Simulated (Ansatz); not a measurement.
Results of G0W0@HSE06 (plane waves, hard PAW, contour deformation, complete-basis limit; Ansatz, a first-principles code) for MgO (model structure, started from the CsCl type, Pm-3m, No. 221, 2 atoms in the cell; like a known high-pressure phase).

Numerical settings: largest k mesh 12×12×12 (not extrapolated in the mesh).

Cell (relaxed with PBEsol):

```yaml
crystal:
  lattice:
    - [2.63339, 0.00000, 0.00000]
    - [0.00000, 2.63339, 0.00000]
    - [0.00000, 0.00000, 2.63339]
  atoms:
    - { symbol: Mg, position: [0.00000, 0.00000, 0.00000] }
    - { symbol: O, position: [0.50000, 0.50000, 0.50000] }
```

Predict the band gap.


* **band gap**: 5.60 eV (indirect)

Note: GW on a hybrid start was not checked against another program; the gap holds a correction of +0.64 eV to the complete basis.

The computed numbers hold no vibrational or temperature effects.

A model structure was made by putting elements into a prototype or built by hand; it is no filed structure, need not be a known phase, and can be a saddle point held by its symmetry.
